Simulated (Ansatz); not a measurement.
Cr on the Mg site in rock-salt MgO: one set of geometries, relaxed with PBE, evaluated in Ansatz (PAW, plane waves to 420 eV, 500 eV under r2SCAN) with PBE, r2SCAN.

Details: 64-site cell; 2×2×2 shifted k-points; start: the Mg site; charged states image-corrected; no Hubbard U; corrections pass 1 eV, so highly charged states may be off by several tenths.

```
quantity                                                                  PBE  r2SCAN
-----------------------------------------------------------------------  ----  ------
host gap (eV)                                                            4.46     ___
ε(+2/+1) above the VBM (eV)                                              0.34     ___
ε(+1/0) above the VBM (eV)                                               3.66     ___
largest moment on one atom at charge +2 (μB)                             1.68     ___
largest moment on one atom at charge +1 (μB)                             2.42     ___
neutral formation energy against bcc Cr, antiferromagnetic, hcp Mg (eV)  3.56     ___
largest moment on one atom at charge 0 (μB)                              3.09     ___
```

**Question.** Given the lower rungs, what does r2SCAN give?

**Answer.** 
- host gap (eV), r2SCAN: 5.34
- ε(+2/+1) above the VBM (eV), r2SCAN: 0.16
- ε(+1/0) above the VBM (eV), r2SCAN: 3.92
- largest moment on one atom at charge +2 (μB), r2SCAN: 1.75
- largest moment on one atom at charge +1 (μB), r2SCAN: 2.48
- neutral formation energy against bcc Cr, antiferromagnetic, hcp Mg (eV), r2SCAN: 3.01
- largest moment on one atom at charge 0 (μB), r2SCAN: 3.17

Ansatz is a program for electronic structure.
